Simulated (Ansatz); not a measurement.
Base system: PtSe2 in the CdI2 type structure (space group P-3m1, No. 164; a = 3.735 Å, c = 5.207 Å; layered, stacked along the Cartesian z axis; relaxed with 0.1 eV smearing). Axes: x lies along a and z along c of the hexagonal cell.

Method: r2SCAN+rVV10/PAW in Ansatz (a program for electronic structure), without spin-orbit coupling.

For the base:

```
Quantity           Result
---------------  --------
Volume per atom  20.97 Å³
```

Modification: compressive biaxial strain of 3.33 % in the plane normal to [001], as in epitaxy on a mismatched substrate; the out-of-plane cell vector and the atoms relax.

**Question.** Predict the new volume per atom.

**Answer.** The volume per atom goes up by 0.50 Å³ (20.97 Å³ → 21.47 Å³).

**Question.** What does the calculation give for the in-plane stress after the change?

**Answer.** The mean in-plane stress (compression positive) is +5.2 GPa.

No phonon test of stability was made. The final runs are not spin-polarised.
